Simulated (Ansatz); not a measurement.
Input:

```
C
1.0
    0.00000     1.77538     1.77538
    1.79065     0.00000     1.77538
    1.79065     1.77538     0.00000
C
2
Direct
  0.50000   0.50000   0.50000
  0.75000   0.75000   0.75000
```

No spin polarisation.

Level of theory: plane-wave PAW DFT at the PBEsol level (Ansatz, a first-principles code, 420 eV), no spin-orbit coupling. k-mesh 16×16×16 (Γ-centred); smearing 0.05 eV (Fermi–Dirac).

Q: Predict the gap character and electron mass.

A: The gap character is indirect, Γ → Γ–X (75 % along) and the electron mass comes out as 1.6 mₑ along k, 0.29 mₑ across (off the special points).

Load acts through the strain it causes; cell and atoms are relaxed under it. Effective masses come from finite differences of ±0.01 Å⁻¹. Along k means along the line from Γ to the band edge. Stability under load was not tested beyond the relaxation. The cell was made from C in the diamond structure (space group Fd-3m, No. 227) by this change: uniaxial stress, 8 GPa tension along x.
